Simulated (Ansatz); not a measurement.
Base system: CuI in the zinc blende structure (space group F-43m, No. 216).

```xyz
2
Lattice="0.0000 3.0114 3.0114 3.0114 0.0000 3.0114 3.0114 3.0114 0.0000" Properties=species:S:1:pos:R:3 pbc="T T T"
Cu     0.0000     0.0000     0.0000
I      1.5057     1.5057     1.5057
```

Cartesian axes are those of the cell as printed.

All numbers come from DFT with r2SCAN, PAW potentials and a 500 eV plane-wave cutoff in Ansatz (an electronic-structure program), scalar-relativistic without spin-orbit coupling.

Base values:

| Property | Value |
|---|---|
| Electron mass | 0.18 mₑ (at Γ) |

Modification: compressive biaxial strain of 2.50 % in the plane normal to [111], as in epitaxy on a mismatched substrate; the out-of-plane cell vector and the atoms relax.

Predict the new ratio −ε⊥/ε∥.

The ratio −ε⊥/ε∥ comes out as 0.81.

How does this affect the electron mass?

The electron mass goes from 0.18 mₑ (at Γ) to 0.15 mₑ out of plane, 0.20 mₑ in plane (at Γ).

What does the calculation give for the in-plane stress after the change?

The mean in-plane stress (compression positive) comes out as +2.1 GPa.

With I present, leaving out spin-orbit coupling can change the band edges. The levels and masses belong to the bands next to the band gap. Masses are band curvatures over ±0.01 Å⁻¹ around the edge. No phonon test of stability was made. The final runs are not spin-polarised.
